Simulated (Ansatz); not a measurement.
End structure of a constructed model of the (111) surface of fcc Ni, ferromagnetic, a pseudomorphic layer of Pt in the host's stacking (bottom of the slab: a bare face, its two planes held):

```yaml
crystal:
  lattice:
    - [2.48857, 0.00000, 0.00000]
    - [-1.24429, 2.15517, 0.00000]
    - [0.00000, 0.00000, 28.50000]
  atoms:
    - { symbol: Ni, position: [0.33333, 0.66667, 0.28124] }
    - { symbol: Ni, position: [0.66667, 0.33333, 0.35254] }
    - { symbol: Ni, position: [0.00000, 0.00000, 0.42377] }
    - { symbol: Ni, position: [0.33333, 0.66667, 0.49517] }
    - { symbol: Ni, position: [0.66667, 0.33333, 0.56649] }
    - { symbol: Ni, position: [0.00000, 0.00000, 0.63723] }
    - { symbol: Pt, position: [0.33333, 0.66667, 0.71731] }
```

Set-up: 7 atoms, 12.5 Å thick at the start; mesh 17x17x1; 0.1 eV smearing; dipole correction on; 2 atoms held, the rest relaxed; symmetry of the start imposed; spin-polarised, ending with about 4.1 μB a cell; orders that need a larger cell were not tried, no spin-orbit, no U. It is one candidate, not shown to be the stable structure of the face.

Task: What is the computed work function of the top face (PBE in Ansatz, an electronic-structure program)?

Result: 5.43 eV
